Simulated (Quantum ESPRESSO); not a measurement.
A zone-centre phonon calculation of Os (P6_3/mmc, 2 atoms in the cell) with Quantum ESPRESSO.

Computed with PBE, GBRV 1.5 ultrasoft (PBE) pseudopotentials (plane waves; Quantum ESPRESSO).

```yaml
crystal:
  lattice:
    - [2.71635, 0.00000, 0.00000]
    - [-1.35817, 2.35243, 0.00000]
    - [0.00000, 0.00000, 4.29840]
  atoms:
    - { symbol: Os, position: [0.33333, 0.66667, 0.25000] }
    - { symbol: Os, position: [0.66667, 0.33333, 0.75000] }
```

Reference input (self-consistent single point, DFT, PBE, plane waves, GBRV 1.5 ultrasoft (PBE) pseudopotentials): ecutwfc = 40 Ry; ecutrho = 320 Ry; occupations = smearing; smearing = fermi-dirac; degauss = 0.0073499 Ry; potentials = {Os: os_pbe_v1.2.uspp.F.UPF}; K_POINTS = automatic 10 10 6 0 0 0; conv_thr = 1e-09 Ry; mixing_beta = 0.7. This run's input differs from it in these lines:

```diff
@@ -18,3 +18,3 @@
     smearing = 'fermi-dirac'
-    degauss = 0.0073499
+    degauss = 0.0036749
 /
```

Step 2 (ph.x):

```fortran
phonons at the zone centre
&INPUTPH
    prefix = 'run'
    outdir = './out'
    tr2_ph = 1.0d-14
    fildyn = 'dyn.G'
/
0.0 0.0 0.0
```

Step 3 (dynmat.x):

```fortran
&INPUT
    fildyn = 'dyn.G'
    asr = 'crystal'
/
```

Output, abridged:

Output of step 1:

```
     Self-consistent Calculation

     iteration #  1     ecut=    40.00 Ry     beta= 0.70

     negative rho (up, down):  2.667E-01 0.000E+00

     total energy              =    -397.05005181 Ry
     estimated scf accuracy    <       0.36461325 Ry

     iteration #  2     ecut=    40.00 Ry     beta= 0.70

     negative rho (up, down):  2.620E-01 0.000E+00

     total energy              =    -397.14864041 Ry
     estimated scf accuracy    <       0.02752091 Ry

     iteration #  3     ecut=    40.00 Ry     beta= 0.70

     negative rho (up, down):  2.621E-01 0.000E+00

     total energy              =    -397.15381492 Ry
     estimated scf accuracy    <       0.00009055 Ry

   [... 3 blocks of this kind left out ...]

     iteration #  7     ecut=    40.00 Ry     beta= 0.70

     negative rho (up, down):  2.617E-01 0.000E+00

     total energy              =    -397.15389908 Ry
     estimated scf accuracy    <          1.5E-09 Ry

     iteration #  8     ecut=    40.00 Ry     beta= 0.70

     negative rho (up, down):  2.617E-01 0.000E+00
     End of self-consistent calculation

     the Fermi energy is    27.0532 ev

!    total energy              =    -397.15389908 Ry
     estimated scf accuracy    <          7.1E-11 Ry
     smearing contrib. (-TS)   =      -0.00073846 Ry
     internal energy E=F+TS    =    -397.15316062 Ry

     convergence has been achieved in   8 iterations

     negative rho (up, down):  2.617E-01 0.000E+00

     Forces acting on atoms (cartesian axes, Ry/au):

     atom    1 type  1   force =    -0.00000000   -0.00000000    0.00000000
     atom    2 type  1   force =     0.00000000    0.00000000    0.00000000

     Total force =     0.000000     Total SCF correction =     0.000000

     negative rho (up, down):  2.617E-01 0.000E+00
          total   stress  (Ry/bohr**3)                   (kbar)     P=      166.96
   0.00122150  -0.00000000   0.00000000          179.69       -0.00        0.00
  -0.00000000   0.00122150   0.00000000           -0.00      179.69        0.00
   0.00000000   0.00000000   0.00096195            0.00        0.00      141.51

   JOB DONE.
```

Output of step 2:

```
     Reading xml data from directory:

     ./out/run.save/

     G-vector sticks info
     --------------------
     sticks:   dense  smooth     PW     G-vecs:    dense   smooth      PW
     Sum         583     295     91                18005     6327    1117

     negative rho (up, down):  2.617E-01 0.000E+00
     Reading collected, re-writing distributed wavefunctions in ./out/

     Number and degeneracy of irreps per q-point
       N         xq(1)         xq(2)         xq(3)   N irreps
       1   0.000000000   0.000000000   0.000000000       4
        1   2   1   2

     Calculation of q =    0.0000000   0.0000000   0.0000000

     phonons at the zone centre

     bravais-lattice index     =            4
     lattice parameter (alat)  =       5.1332  a.u.
   [... lines left out ...]
                                                       1.150

     Mode symmetry, D_6h(6/mmm) point group:

     Atomic displacements:
     There are    4 irreducible representations

     Representation     1      1 modes -  To be done

     Representation     2      2 modes -  To be done

     Representation     3      1 modes -  To be done

     Representation     4      2 modes -  To be done

     Alpha used in Ewald sum =   2.8000

     negative rho (up, down):  2.617E-01 0.000E+00
     Representation #   1 mode #   1

     Self-consistent Calculation

      iter #   1   av.it.:   9.3
      thresh= 1.000E-02 alpha_mix =  0.700 |ddv_scf|^2 =  1.043E-03

      iter #   2   av.it.:  11.5
      thresh= 3.229E-03 alpha_mix =  0.700 |ddv_scf|^2 =  1.918E-03

   [... 4 blocks of this kind left out ...]

      iter #   7   av.it.:  11.3
      thresh= 1.717E-08 alpha_mix =  0.700 |ddv_scf|^2 =  7.124E-16
     End of self-consistent calculation

     Convergence has been achieved

     Representation #   2 modes #   2   3

   [... 2 blocks of this kind left out ...]

     Self-consistent Calculation

      iter #   1   av.it.:   8.0
      thresh= 1.000E-02 alpha_mix =  0.700 |ddv_scf|^2 =  4.523E-06

      iter #   2   av.it.:  12.7
      thresh= 2.127E-04 alpha_mix =  0.700 |ddv_scf|^2 =  1.322E-07

   [... 3 blocks of this kind left out ...]

      iter #   6   av.it.:  12.9
      thresh= 8.862E-08 alpha_mix =  0.700 |ddv_scf|^2 =  2.152E-15

     End of self-consistent calculation

     Convergence has been achieved

     Number of q in the star =    1
     List of q in the star:
          1   0.000000000   0.000000000   0.000000000

     Diagonalizing the dynamical matrix

     q = (    0.000000000   0.000000000   0.000000000 )

   [... lines left out ...]
     freq (    5) =       5.104878 [THz] =     170.280390 [cm-1]
     freq (    6) =       6.762735 [THz] =     225.580574 [cm-1]
 **************************************************************************

     Mode symmetry, D_6h(6/mmm) point group:

     freq (   1-   2) =         -4.1  [cm-1]   --> E_1u            I
     freq (   3-   3) =         -3.0  [cm-1]   --> A_2u            I
     freq (   4-   5) =        170.3  [cm-1]   --> E_2g            R
     freq (   6-   6) =        225.6  [cm-1]   --> B_1g
   JOB DONE.
```

Output of step 3:

```
     diagonalizing the dynamical matrix ...

 q =      0.00000000     0.00000000     0.00000000
 **************************************************************************
     freq (    1) =      -0.000000 [THz] =      -0.000001 [cm-1]
 (  0.670820   0.000000    -0.223607   0.000000     0.000000   0.000000   )
 (  0.670820   0.000000    -0.223607   0.000000     0.000000   0.000000   )
     freq (    2) =       0.000000 [THz] =       0.000000 [cm-1]
 (  0.000000   0.000000     0.000000   0.000000     0.707107   0.000000   )
 (  0.000000   0.000000     0.000000   0.000000     0.707107   0.000000   )
     freq (    3) =       0.000000 [THz] =       0.000001 [cm-1]
 ( -0.223607   0.000000    -0.670820   0.000000     0.000000   0.000000   )
 ( -0.223607   0.000000    -0.670820   0.000000     0.000000   0.000000   )
     freq (    4) =       5.104878 [THz] =     170.280391 [cm-1]
 ( -0.707107   0.000000     0.000000   0.000000     0.000000   0.000000   )
 (  0.707107   0.000000    -0.000000   0.000000     0.000000   0.000000   )
     freq (    5) =       5.104878 [THz] =     170.280391 [cm-1]
 (  0.000000   0.000000    -0.707107   0.000000     0.000000   0.000000   )
 (  0.000000   0.000000
     Polarizability (A^3 units)
     multiply by 1.000000 for Clausius-Mossotti correction
         0.000000    0.000000    0.000000
         0.000000    0.000000    0.000000
         0.000000    0.000000    0.000000

     IR activities are in (D/A)^2/amu units

# mode   [cm-1]    [THz]      IR
    1     -0.00   -0.0000    0.0000
    2      0.00    0.0000    0.0000
    3      0.00    0.0000    0.0000
    4    170.28    5.1049    0.0000
    5    170.28    5.1049    0.0000
    6    225.58    6.7627    0.0000

   JOB DONE.
```

The run converged in 8 iterations. 

Summary of the result:
| Property | Result |
|---|---|
| Free energy E − TS | -5403.5541 eV |
| Fermi level (on the code's own zero) | 27.05 eV |
| Pressure | 16.70 GPa |
| Zone-centre frequencies (cm⁻¹; negative means imaginary) | 0, 0, 0, 170, 170, 226 |

The starting cell has typed, rounded lattice constants, without a prior relaxation at this level. Its lattice was rescaled by up to half a per cent. Spin polarisation is off. With a pressure of about 17 GPa the cell is away from its equilibrium volume at this level.
